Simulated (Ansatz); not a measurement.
Results of LDA (PAW; Ansatz, a program for electronic structure) for CaZrS3 (model structure, started from the cubic perovskite type, Pm-3m, No. 221, 5 atoms in the cell).

Settings: plane-wave cutoff 520 eV, 8×8×8 k mesh, Fermi–Dirac smearing 0.01 eV, scalar-relativistic PAW data made under PBE.

Cell (relaxed with PBEsol):

```
CELL_PARAMETERS angstrom
      4.92496     0.00000     0.00000
      0.00000     4.92496     0.00000
      0.00000     0.00000     4.92496
ATOMIC_POSITIONS crystal
  Ca 0.00000 0.00000 0.00000
  Zr 0.50000 0.50000 0.50000
  S  0.00000 0.50000 0.50000
  S  0.50000 0.50000 0.00000
  S  0.50000 0.00000 0.50000
```

Predict the band gap and smallest direct gap on the k points sampled.


- band gap: 0.23 eV
- smallest direct gap on the k points sampled: 0.78 eV

Note: the relaxation could raise the start's symmetry but not lower it, so the cell can be a saddle point; cell and atoms aren't relaxed at this level (pressure -1.9 GPa).

Spin–orbit coupling is not included.

Computed values are for the static lattice.

The result took roughly 21 core-seconds.

A model structure was made by putting elements into a prototype or built by hand; it is no filed structure, need not be a known phase, and can be a saddle point held by its symmetry.
